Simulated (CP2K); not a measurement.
**Worked example: self-consistent single point of TaAs (I4_1md, 4 atoms in the cell) in CP2K**

Method: PBE, GPW, DZVP-MOLOPT-SR-GTH basis, GTH-PBE potentials (GTH_POTENTIALS) (CP2K).

Input:

```
&GLOBAL
  PROJECT bulk
  RUN_TYPE ENERGY_FORCE
  PRINT_LEVEL MEDIUM
&END GLOBAL
&FORCE_EVAL
  METHOD Quickstep
  STRESS_TENSOR ANALYTICAL
  &DFT
    BASIS_SET_FILE_NAME BASIS_MOLOPT
    POTENTIAL_FILE_NAME GTH_POTENTIALS
    &QS
      METHOD GPW
      EPS_DEFAULT 1E-10
    &END QS
    &MGRID
      CUTOFF 500
      REL_CUTOFF 60
      NGRIDS 5
    &END MGRID
    &SCF
      SCF_GUESS ATOMIC
      EPS_SCF 1E-6
      MAX_SCF 100
      ADDED_MOS 7
      &DIAGONALIZATION
        ALGORITHM STANDARD
      &END DIAGONALIZATION
      &MIXING
        METHOD BROYDEN_MIXING
        ALPHA 0.3
        NBUFFER 10
        BETA 1
      &END MIXING
      &SMEAR ON
        METHOD GAUSSIAN
        SIGMA [eV] 0.1
      &END SMEAR
    &END SCF
    &KPOINTS
      SCHEME MONKHORST-PACK 8 8 8
      GAMMA_CENTERED T
    &END KPOINTS
    &XC
      &XC_FUNCTIONAL PBE
      &END XC_FUNCTIONAL
    &END XC
    &PRINT
      &MO
        EIGENVALUES T
        OCCUPATION_NUMBERS T
        NDIGITS 8
        FILENAME mo
        &EACH
          QS_SCF 0
        &END EACH
        ADD_LAST NUMERIC
      &END MO
      &MULLIKEN ON
      &END MULLIKEN
    &END PRINT
  &END DFT
  &SUBSYS
    &CELL
      A 6.25781400 0.00000000 0.00000000
      B 4.41923300 4.43064600 0.00000000
      C -5.33852300 -2.21532300 2.39848900
      PERIODIC XYZ
    &END CELL
    &COORD
      Ta       4.87855819     3.32285158     1.19924450
      Ta       8.00746494     3.32285158     0.00000000
      As       0.42259939     1.47376578     1.19924450
      As       3.55150614     1.47376578     0.00000000
    &END COORD
    &KIND Ta
      BASIS_SET DZVP-MOLOPT-SR-GTH
      POTENTIAL GTH-PBE-q13
    &END KIND
    &KIND As
      BASIS_SET DZVP-MOLOPT-SR-GTH
      POTENTIAL GTH-PBE-q5
    &END KIND
  &END SUBSYS
  &PRINT
    &FORCES ON
    &END FORCES
    &STRESS_TENSOR ON
    &END STRESS_TENSOR
  &END PRINT
&END FORCE_EVAL
```

The program printed (abridged):

```
 GLOBAL| Method name                                                        CP2K
 GLOBAL| Project name                                                       bulk
 GLOBAL| Run type                                                   ENERGY_FORCE

 CELL| Volume [angstrom^3]:                                            66.500886
 CELL| Vector a [angstrom]:       6.258     0.000     0.000   |a| =     6.257814
 CELL| Vector b [angstrom]:       4.419     4.431     0.000   |b| =     6.257815
 CELL| Vector c [angstrom]:      -5.339    -2.215     2.398   |c| =     6.257814
 CELL| Angle (b,c), alpha [degree]:                                   148.550150
 CELL| Angle (a,c), beta  [degree]:                                   148.550146
 CELL| Angle (a,b), gamma [degree]:                                    45.073890
 CELL| Numerically orthorhombic:                                              NO
 CELL| Periodicity                                                           XYZ

 DFT| Spin restricted Kohn-Sham (RKS) calculation                            RKS
 DFT| Multiplicity                                                             1
 DFT| Number of spin states                                                    1
 DFT| Charge                                                                   0
 DFT| XC density smoothing                                                  NONE
 DFT| XC derivatives                                                          PW

 QS| Method:                                                                 GPW
 QS| Density plane wave grid type                        NON-SPHERICAL FULLSPACE
 QS| Number of grid levels:                                                    5
 QS| Density cutoff [a.u.]:                                                250.0
 QS| Multi grid cutoff [a.u.]: 1) grid level                               250.0
   [... lines left out ...]
 BRILLOUIN| Wavefunction type                                            COMPLEX
 BRILLOUIN| List of Kpoints [2 Pi/Bohr]                                      260
 BRILLOUIN| Number           Weight            X              Y              Z
 BRILLOUIN|     1           0.00391       -0.37500       -0.37500       -0.37500
 BRILLOUIN|     2           0.00391       -0.37500       -0.37500       -0.25000
 BRILLOUIN|     3           0.00391       -0.37500       -0.37500       -0.12500
   [... 257 lines left out ...]
 *******************************************************************************

 Extrapolation method: initial_guess

 Re-scaling the density matrix to get the right number of electrons
                  # Electrons              Trace(P)               Scaling factor
                           36                36.000                        1.000

 Number of electrons:                                                         36
 Number of occupied orbitals:                                                 18
 Number of molecular orbitals:                                                25

 Number of orbital functions:                                                 78
 Number of independent orbital functions:                                     78
 SCF WAVEFUNCTION OPTIMIZATION

  Step     Update method      Time    Convergence         Total energy    Change
     1 NoMix/Diag. 0.30E+00      -     1.60803309      -130.3843725185 -1.30E+02
     2 Broy./Diag. 0.30E+00      -     0.04541846      -130.3172470437  6.71E-02
     3 Broy./Diag. 0.30E+00      -     0.05956265      -129.6370005650  6.80E-01
     4 Broy./Diag. 0.30E+00      -     0.01279131      -129.1979049035  4.39E-01
     5 Broy./Diag. 0.30E+00      -     0.00226768      -129.1780318522  1.99E-02
     6 Broy./Diag. 0.30E+00      -     0.00036709      -129.1582091686  1.98E-02
     7 Broy./Diag. 0.30E+00      -     0.00030354      -129.1633734253 -5.16E-03
     8 Broy./Diag. 0.30E+00      -     0.00003381      -129.1633732380  1.87E-07
     9 Broy./Diag. 0.30E+00      -     0.00002632      -129.1633916790 -1.84E-05
    10 Broy./Diag. 0.30E+00      -     0.00000135      -129.1633234242  6.83E-05
    11 Broy./Diag. 0.30E+00      -     0.00000227      -129.1633584642 -3.50E-05
    12 Broy./Diag. 0.30E+00      -     0.00000025      -129.1633636226 -5.16E-06
  *** SCF run converged in    12 steps ***

  Electronic density on regular grids:        -36.0000000000       -0.0000000000
  Core density on regular grids:               35.9999999948       -0.0000000052
  Total charge density on r-space grids:       -0.0000000052
  Total charge density g-space grids:          -0.0000000052

  Overlap energy of the core charge distribution:               0.00000001939331
  Self energy of the core charge distribution:               -200.48457124461004
  Core Hamiltonian energy:                                     43.66937275789298
  Hartree energy:                                              44.77081293735276
  Exchange-correlation energy:                                -17.11881068851027
  Smearing free energy correction:                             -0.00016740406189
  Fermi energy:                                                 0.43868295669715

  Total energy:                                              -129.16336362255487
  Total energy (extrapolated to sigma->0):                   -129.16327992052393

                     Mulliken Population Analysis

 #  Atom  Element  Kind  Atomic population                           Net charge
       1     Ta       1         12.973305                              0.026695
       2     Ta       1         12.973281                              0.026719
       3     As       2          5.026700                             -0.026700
       4     As       2          5.026714                             -0.026714
 # Total charge                             36.000000                  0.000000

 ENERGY| Total FORCE_EVAL ( QS ) energy [hartree]           -129.163363511996153

 FORCES| Atomic forces [hartree/bohr]
 FORCES|   Atom     x               y               z               |f|
 FORCES|      1  7.42515260E-04  3.08079755E-04 -1.96833723E-08   8.03891813E-04
 FORCES|      2  7.42402087E-04  3.08171890E-04  8.73399568E-08   8.03822605E-04
 FORCES|      3 -7.42438299E-04 -3.08109800E-04 -1.97098215E-08   8.03832244E-04
 FORCES|      4 -7.41899925E-04 -3.07901548E-04 -4.79545034E-08   8.03255167E-04
 FORCES| Sum     5.79124235E-07  2.40296958E-07 -7.74037253E-12
 FORCES| Total atomic force                                       6.26998810E-07

 STRESS| Analytical stress tensor [bar]
 STRESS|                        x                   y                   z
 STRESS|      x        1.06461796155E+05  -7.48008790238E+03  -3.12373633146E-01
 STRESS|      y       -7.48008790238E+03   1.21382841261E+05  -4.53210030615E-02
 STRESS|      z       -3.12373633146E-01  -4.53210030615E-02   1.24487226664E+05
 STRESS| 1/3 Trace                                             1.17443954693E+05
```

The run converged in 12 iterations.

The starting cell comes from a database of computed structures (which also holds hypothetical and non-ambient phases and stackings), without a prior relaxation at this level. Its lattice was rescaled by a random factor within 2.5 % of one. Spin polarisation is off. Values carry the incompleteness of an atom-centred basis. With a pressure of about 12 GPa the cell is away from its equilibrium volume at this level.

Cost on one core of a shared machine: roughly 3 min.
